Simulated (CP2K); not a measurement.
A self-consistent single point of SrAl2 (P1, 6 atoms in the cell) with CP2K.

Method: PBEsol, GPW, DZVP-MOLOPT-SR-GTH basis, GTH-PBE potentials (GTH_POTENTIALS) in CP2K.

```
SrAl2
1.0
    5.83893     0.00000     0.00000
    2.91946     5.05666     0.00000
    2.91946     1.68555     4.76746
Sr Al
2 4
Direct
  0.99724   0.01057   0.99634
  0.25219   0.25431   0.23931
  0.63356   0.62478   0.61771
  0.11790   0.61619   0.63654
  0.62857   0.62637   0.13227
  0.62055   0.11778   0.62784
```

Reference input (self-consistent single point, DFT LDA (Pade form), GPW, DZVP-MOLOPT-SR-GTH basis, GTH-PADE potentials (GTH_POTENTIALS)): CUTOFF = 500 Ry; REL_CUTOFF = 50 Ry; SMEAR/METHOD = FERMI_DIRAC; ELECTRONIC_TEMPERATURE = 580.23 K; KPOINTS/SCHEME = MONKHORST-PACK 4 4 4; GAMMA_CENTERED = T; XC_FUNCTIONAL = PADE; Sr/BASIS_SET = DZVP-MOLOPT-SR-GTH; Sr/POTENTIAL = GTH-PADE-q10; Al/BASIS_SET = DZVP-MOLOPT-SR-GTH; Al/POTENTIAL = GTH-PADE-q3; METHOD = GPW. This run's input differs from it in these lines:

```diff
@@ -43,3 +43,6 @@
     &XC
-      &XC_FUNCTIONAL PADE
+      &XC_FUNCTIONAL
+        &PBE
+          PARAMETRIZATION PBESOL
+        &END PBE
       &END XC_FUNCTIONAL
@@ -78,3 +81,3 @@
       BASIS_SET DZVP-MOLOPT-SR-GTH
-      POTENTIAL GTH-PADE-q10
+      POTENTIAL GTH-PBE-q10
     &END KIND
@@ -82,3 +85,3 @@
       BASIS_SET DZVP-MOLOPT-SR-GTH
-      POTENTIAL GTH-PADE-q3
+      POTENTIAL GTH-PBE-q3
     &END KIND
```

Output (repeated stretches shortened):

```
 SCF WAVEFUNCTION OPTIMIZATION

  Step     Update method      Time    Convergence         Total energy    Change
     1 NoMix/Diag. 0.30E+00      -     1.82032397       -70.5240938079 -7.05E+01
     2 Broy./Diag. 0.30E+00      -     0.01091248       -70.0604206597  4.64E-01
     3 Broy./Diag. 0.30E+00      -     0.01982561       -69.7178975724  3.43E-01
     4 Broy./Diag. 0.30E+00      -     0.00519848       -69.6411539094  7.67E-02
     5 Broy./Diag. 0.30E+00      -     0.00064433       -69.6486380361 -7.48E-03
     6 Broy./Diag. 0.30E+00      -     0.00058883       -69.6540990394 -5.46E-03
     7 Broy./Diag. 0.30E+00      -     0.00010238       -69.6556878083 -1.59E-03
     8 Broy./Diag. 0.30E+00      -     0.00001040       -69.6558764376 -1.89E-04
     9 Broy./Diag. 0.30E+00      -     0.00001001       -69.6558301309  4.63E-05
    10 Broy./Diag. 0.30E+00      -     0.00000230       -69.6557997054  3.04E-05
    11 Broy./Diag. 0.30E+00      -     0.00000063       -69.6557917874  7.92E-06
  *** SCF run converged in    11 steps ***

  Overlap energy of the core charge distribution:               0.00000000000000
  Self energy of the core charge distribution:               -140.10707991435950
  Core Hamiltonian energy:                                     30.42930512711850
  Hartree energy:                                              51.79817245445825
  Exchange-correlation energy:                                -11.77504557840985
  Electronic entropic energy:                                  -0.00114387306317
  Fermi energy:                                                 0.22529189783930

  Total energy:                                               -69.65579178741582
  Total energy (extrapolated to T->0):                        -69.65521985088424

                     Mulliken Population Analysis

   [... lines left out ...]

 STRESS| Analytical stress tensor [bar]
 STRESS|                        x                   y                   z
 STRESS|      x       -3.37241587026E+03   3.30185612368E+02   4.22474628534E+02
 STRESS|      y        3.30185612368E+02  -2.86807698429E+03  -3.38205503143E+02
 STRESS|      z        4.22474628534E+02  -3.38205503143E+02  -2.05201701122E+03
 STRESS| 1/3 Trace                                            -2.76416995526E+03
```

The run converged in 11 iterations. Against the reference run the pressure goes from -2.69 to -0.28 GPa and the largest force goes from 0.239 to 0.266 eV/Å.

The starting cell comes from a database of computed structures (which also holds hypothetical and non-ambient phases and stackings), without a prior relaxation at this level. Its atoms were displaced at random from the sites of space group no. 227. Values carry the incompleteness of an atom-centred basis. The potentials were made for another functional than the one used.
